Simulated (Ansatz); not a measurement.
Structures of equal composition on the (100) surface of germanium: 1 pair of surface atoms bonded, P on one of 2 atoms of the third shell, H on every dangling bond; 1 pair of surface atoms bonded, P on one of 2 atoms under the surface, H on every dangling bond. The slabs share one bottom face, and each structure is named by its start. These are constructed structures in small cells; real faces may alloy, dewet or reconstruct in larger ones, and not all known structures of the face are among them. Slabs of about 17 Å with all that they carry, Fermi-Dirac smearing of 0.025 eV. Bottom of the slabs: built like the top, H on every dangling bond, free. Relaxed from the named starts with such symmetry as they have, on meshes of like density; energies extrapolated to zero smearing; no spin-orbit coupling, no U. Spin-polarised runs, if any, are marked in brackets, and their order is one that fits the cell; the others ran without spin. Where a second, spin-polarised start was run, the lower counts.

These are PBE (plane waves to 420 eV, PAW; Ansatz, a quantum-chemistry and plane-wave program) values and carry that method's errors.

Rank these by energy per 1x1 cell (lowest first), as PBE gives it.

1 pair of surface atoms bonded, P on one of 2 atoms under the surface, H on every dangling bond (0.000 eV (like top atoms buckled by 0.5 Å) [spin start, no net moment], no gap over 0.04 eV on the mesh), 1 pair of surface atoms bonded, P on one of 2 atoms of the third shell, H on every dangling bond (0.144 eV [spin start, no net moment], no gap over 0.04 eV on the mesh)
